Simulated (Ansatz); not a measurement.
# Co under a change: biaxial strain +0.65 %, plane normal [001], relaxed out of plane

The parent structure is Co in the hcp (Mg type) structure (space group P6_3/mmc, No. 194; a = 2.4935 Å, c = 4.0368 Å; ferromagnetic; relaxed with 0.1 eV smearing). Axes: x lies along a and z along c of the hexagonal cell.

Now apply this change: biaxial strain +0.65 %, plane normal [001], relaxed out of plane (Cartesian); in-plane vectors clamped, the third vector and the atoms free.

All numbers come from PBE in Ansatz (plane waves to 420 eV, PAW, scalar-relativistic without spin-orbit coupling). Γ-centred 26×26×14 mesh, Fermi–Dirac width 0.1 eV.

- Volume per atom = 10.97 Å³ (base 10.87 Å³)
- Space group = P6_3/mmc (No. 194) (base P6_3/mmc (No. 194))
- Shortest interatomic distance = 2.479 Å (base 2.479 Å)
- Band gap = zero (base zero)
- Magnetic state = ferromagnetic (base ferromagnetic)
- Largest site moment = 1.69 μB (base 1.69 μB)
- Out-of-plane strain = -0.37 %
- Mean in-plane stress (compression positive) = -2.9 GPa

Final structure (turned so that z lies along the plane normal):

```
Co
1.0
    2.50976     0.00000     0.00000
    1.25488     2.17351     0.00000
    0.00000     0.00000     4.02203
Co
2
Direct
  0.33333   0.33333   0.75000
  0.66667   0.66667   0.25000
```

The magnetic state is the one reached from the starting moments; the real material's order can differ, and small cells can't hold many antiferromagnetic ones. No phonon test of stability was made.

Ansatz is a first-principles code.
